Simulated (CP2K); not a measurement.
Worked example: self-consistent single point of Tl (P6_3/mmc, 2 atoms in the cell) in CP2K.

Method of the run: PBE, GPW, DZVP-MOLOPT-PBE-GTH basis, GTH-PBE potentials (POTENTIAL_UZH) in CP2K.

The change in words: lattice scaled by 0.98. Reference geometry:
```yaml
crystal:
  lattice:
    - [3.43301, 0.00000, 0.00000]
    - [-1.71651, 2.97308, 0.00000]
    - [0.00000, 0.00000, 5.47694]
  atoms:
    - { symbol: Tl, position: [0.33333, 0.66667, 0.25000] }
    - { symbol: Tl, position: [0.66667, 0.33333, 0.75000] }
```

Reference input (self-consistent single point, DFT PBE, GPW, DZVP-MOLOPT-PBE-GTH basis, GTH-PBE potentials (POTENTIAL_UZH)): CUTOFF = 500 Ry; REL_CUTOFF = 60 Ry; SMEAR/METHOD = GAUSSIAN; SIGMA = 0.05 eV; KPOINTS/SCHEME = MACDONALD 8 8 4 0.0625 0.0625 0.125; XC_FUNCTIONAL = PBE; Tl/BASIS_SET = DZVP-MOLOPT-PBE-GTH-q13; Tl/POTENTIAL = GTH-PBE-q13; METHOD = GPW; EPS_DEFAULT = 1e-10; NGRIDS = 5; SCF_GUESS = ATOMIC. This run's input differs from it in these lines:

```diff
@@ -63,5 +63,5 @@
     &CELL
-      A 3.43301200 0.00000000 0.00000000
-      B -1.71650700 2.97307600 0.00000000
-      C 0.00000000 0.00000000 5.47694400
+      A 3.36435200 0.00000000 0.00000000
+      B -1.68217600 2.91361400 0.00000000
+      C 0.00000000 0.00000000 5.36740500
       PERIODIC XYZ
```

Log, with long lists cut:

```
 SCF WAVEFUNCTION OPTIMIZATION

  Step     Update method      Time    Convergence         Total energy    Change
     1 NoMix/Diag. 0.20E+00      -     0.33883665       -99.9806876816 -1.00E+02
     2 Broy./Diag. 0.20E+00      -     0.00664064      -100.2214953211 -2.41E-01
     3 Broy./Diag. 0.20E+00      -     0.02392383       -99.9710435752  2.50E-01
     4 Broy./Diag. 0.20E+00      -     0.00059319       -99.8012158310  1.70E-01
     5 Broy./Diag. 0.20E+00      -     0.00139331       -99.8125379816 -1.13E-02
     6 Broy./Diag. 0.20E+00      -     0.00005791       -99.8147125507 -2.17E-03
   [... 2 lines left out ...]
     9 Broy./Diag. 0.20E+00      -     0.00002865       -99.8155527855  1.42E-04
    10 Broy./Diag. 0.20E+00      -     0.00000014       -99.8155269135  2.59E-05
    11 Broy./Diag. 0.20E+00      -     0.00000088       -99.8155360971 -9.18E-06
    12 Broy./Diag. 0.20E+00      -     0.00000002       -99.8155367718 -6.75E-07
  *** SCF run converged in    12 steps ***

  Overlap energy of the core charge distribution:               0.00000000000018
  Self energy of the core charge distribution:               -173.36149030297571
  Core Hamiltonian energy:                                     51.08042728518411
  Hartree energy:                                              35.81112808174691
  Exchange-correlation energy:                                -13.34544122543540
  Smearing free energy correction:                             -0.00016061030273
  Fermi energy:                                                 0.30931002877227

  Total energy:                                               -99.81553677178140
  Total energy (extrapolated to sigma->0):                    -99.81545646663002

                     Mulliken Population Analysis

   [... lines left out ...]

 STRESS| Analytical stress tensor [bar]
 STRESS|                        x                   y                   z
 STRESS|      x        8.68729792837E+04  -3.58388044000E-02   1.98826891248E-07
 STRESS|      y       -3.58388044000E-02   8.68765123719E+04  -7.18493377557E-08
 STRESS|      z        1.98826891248E-07  -7.18493377557E-08   8.74844926557E+04
 STRESS| 1/3 Trace                                             8.70779947704E+04
```

The run converged in 12 iterations. Against the reference run the free energy goes up by 70.1 meV/atom and the pressure goes from 5.14 to 8.71 GPa.

The starting cell has typed, rounded lattice constants, without a prior relaxation at this level. Its lattice was rescaled by a random factor within 2.5 % of one. For this run, on top of that: lattice scaled by 0.98. Values carry the incompleteness of an atom-centred basis. With a pressure of about 9 GPa the cell is away from its equilibrium volume at this level.

Cost on one core of a shared machine: roughly 2 min.
